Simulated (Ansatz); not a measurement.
System: N vacancy in wurtzite AlN with all lengths changed by +1 % (charge state +1). Calculation: PBE, PAW (plane waves to 420 eV; Ansatz, an electronic-structure program).

Cell of 72 host sites held at the strained lattice (strain from the relaxed PBE one, atoms relaxed); a 2×2×2 k-point mesh shifted by half a step along c; Fermi-Dirac width 0.01 eV, spin-restricted; finite-size errors left in. Static, classical nuclei. The charge state is imposed; whether it is stable for some Fermi level was not computed. Forms of the defect that were not tried may lie lower.

Relaxed starting cell (atoms counted from 1):

```
CELL_PARAMETERS angstrom
      9.48467     0.00000     0.00000
     -4.74234     8.21397     0.00000
      0.00000     0.00000    10.13669
ATOMIC_POSITIONS crystal
  Al 0.22231 0.11134 0.23705
  Al 0.22227 0.11134 0.74930
  Al 0.22304 0.44572 0.24838
  Al 0.22307 0.44585 0.74950
  Al 0.22300 0.77769 0.24839
  Al 0.22305 0.77767 0.74950
  Al 0.55592 0.11056 0.24838
  Al 0.55597 0.11054 0.74949
  Al 0.55592 0.44575 0.24838
  Al 0.55598 0.44584 0.74948
  Al 0.55560 0.77800 0.24872
  Al 0.55558 0.77800 0.74944
  Al 0.88788 0.11055 0.24838
  Al 0.88777 0.11053 0.74949
  Al 0.88893 0.44466 0.24874
  Al 0.88894 0.44467 0.74951
  Al 0.88785 0.77770 0.24839
  Al 0.88779 0.77767 0.74946
  Al 0.10738 0.22616 0.50099
  Al 0.11068 0.22291 0.99764
  Al 0.11046 0.55545 0.49947
  Al 0.11088 0.55563 0.99901
  Al 0.10743 0.88168 0.50093
  Al 0.11066 0.88816 0.99765
  Al 0.45200 0.22616 0.50096
  Al 0.44543 0.22291 0.99763
  Al 0.44482 0.55645 0.49970
  Al 0.44462 0.55602 0.99891
  Al 0.44483 0.88877 0.49968
  Al 0.44459 0.88896 0.99894
  Al 0.77819 0.22314 0.49948
  Al 0.77795 0.22269 0.99903
  Al 0.77817 0.55544 0.49947
  Al 0.77796 0.55562 0.99900
  Al 0.77710 0.88874 0.49970
  Al 0.77755 0.88896 0.99890
  N  0.22226 0.11133 0.94039
  N  0.22266 0.44433 0.43936
  N  0.22218 0.44457 0.93970
  N  0.22269 0.77874 0.43936
  N  0.22216 0.77799 0.93971
  N  0.55490 0.11090 0.43935
  N  0.55560 0.11140 0.93970
  N  0.55486 0.44433 0.43935
  N  0.55561 0.44458 0.93969
  N  0.55557 0.77797 0.43959
  N  0.55558 0.77800 0.93976
  N  0.88923 0.11089 0.43935
  N  0.88902 0.11141 0.93970
  N  0.88892 0.44465 0.43968
  N  0.88892 0.44462 0.93983
  N  0.88924 0.77872 0.43935
  N  0.88899 0.77797 0.93968
  N  0.11108 0.22254 0.19038
  N  0.11150 0.22213 0.68913
  N  0.11124 0.55581 0.18993
  N  0.11123 0.55583 0.68945
  N  0.11103 0.88890 0.19037
  N  0.11150 0.88981 0.68909
  N  0.44473 0.22256 0.19038
  N  0.44382 0.22211 0.68910
  N  0.44448 0.55574 0.18967
  N  0.44452 0.55583 0.68970
  N  0.44445 0.88912 0.18969
  N  0.44451 0.88909 0.68969
  N  0.77780 0.22235 0.18994
  N  0.77781 0.22239 0.68945
  N  0.77779 0.55583 0.18992
  N  0.77780 0.55582 0.68944
  N  0.77785 0.88911 0.18966
  N  0.77774 0.88908 0.68970
```
Cell charge +1.

End state 1 differs by these moves (Å; atoms that move under 0.08 Å are left out):

```csv
atom,element,Δx,Δy,Δz
1,Al,-0.01,0.00,0.11
9,Al,0.00,-0.01,-0.11
25,Al,-0.05,-0.09,0.00
44,N,-1.58,-2.73,0.00
```

Task: What is the computed forward and backward barriers to end state 1 (PBE, PAW)?

Result: forward 4.26 eV, backward 4.26 eV; at the saddle point atom 44 has neighbours Al at 1.79, Al at 2.18, Al at 2.19, 2 Al at 2.28 Å. The saddle point's order was not checked, and it lies on a symmetry element of the cell, where a band can be held.

End state 2 differs by these moves (Å; atoms that move under 0.08 Å are left out):

| atom | element | Δx | Δy | Δz |
|---|---|---|---|---|
| 1 | Al | 0.01 | 0.00 | 0.11 |
| 19 | Al | 0.05 | -0.03 | -0.14 |
| 55 | N | 1.58 | -0.91 | -2.52 |

Task: Estimate the forward and backward barriers to end state 2 that PBE, PAW returns for this input.

Result: forward 4.31 eV, backward 4.31 eV; at the saddle point atom 55 has neighbours Al at 1.76, Al at 1.86 Å. The saddle point's order was not checked, and it lies on a symmetry element of the cell, where a band can be held.
